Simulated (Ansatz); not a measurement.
The starting structures come from a database of crystals and need not be the phases stable at ambient conditions.

 Where the default PAW files enter, the runs use the earlier of Ansatz's two default sets.

Inside the gap of an insulator the Bloch states are evanescent, with a wavenumber k + iκ along the transport direction.

```xyz
8
Lattice="4.3570 0.0000 0.0000 0.0000 11.2745 0.1125 0.0000 1.1667 3.4907" Properties=species:S:1:pos:R:3 pbc="T T T"
Ge     2.7676     1.5494     0.4523
Ge     1.5893    10.8918     3.1509
Ge     0.5892     4.6712     1.3493
Ge     3.7678     7.7700     2.2539
S      2.2015     4.9898     3.1831
S      2.1555     7.4513     0.4201
S      4.3800     2.3974     2.1092
S     -0.0230    10.0438     1.4940
```

Space group of this cell: Pnma. The cell was relaxed by PBE-D3(BJ); by PBEsol its mean pressure is -2.7 GPa.

Transport runs along the normal of the first two printed cell vectors.

The gap is the functional's own, uncorrected, and κ follows it; spin-orbit coupling is left out. Mid-gap values are interpolated between the computed energies.

Give the band gap and the smallest decay constant κ at mid-gap that PBEsol (Ansatz, a first-principles code) yields.

Gap 1.19 eV on a 8×10×10 mesh; κ = 0.162 1/Å, at (0.375, 0.000) of the in-plane reciprocal vectors. At the zone centre, at the nearest computed energy, the slowest state has κ = 0.22 1/Å.
